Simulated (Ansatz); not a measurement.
CdSe in the zinc blende structure (space group F-43m, No. 216)

CdSe has the cubic space group F-43m (No. 216), the zinc blende structure, Pearson symbol cF8. Cell: a = b = c = 6.1964 Å, α = β = γ = 90.00°. Se on 4c is surrounded by 4 Cd at 2.683 Å (tetrahedral). Cd on 4a sees 4 Se at 2.683 Å (tetrahedral). (Neighbours: up to the widest gap in distance over summed covalent radii, below 1.35, at either atom; cation-cation and far metal-metal contacts left out.)
(The calculation used a cell of 2 atoms; values per cell refer to that cell.)

The values are results of PBE (Ansatz, a program for electronic structure; PAW; 420 eV plane waves; without spin-orbit coupling), earlier PAW set, not measurements. k-mesh 9×9×9 (Γ-centred); smearing 0.05 eV (Fermi–Dirac).

| Item | Result |
|---|---|
| Volume per atom | 29.74 Å³ |
| Density | 5.34 g/cm³ |
| Band gap | 0.49 eV, direct at Γ |
| Electron mass | 0.052 mₑ |
| Hole mass (degenerate bands, along [100]) | 0.053, 0.73, 0.73 mₑ |
| Lowest conduction-band minima above the VBM | Γ 0.49 eV |
| Total energy | -6862.439 eV/atom (σ→0; compares only within this code and set-up) |

Masses are band curvatures over ±0.01 Å⁻¹ around the edge. Stability against distortions was not tested.
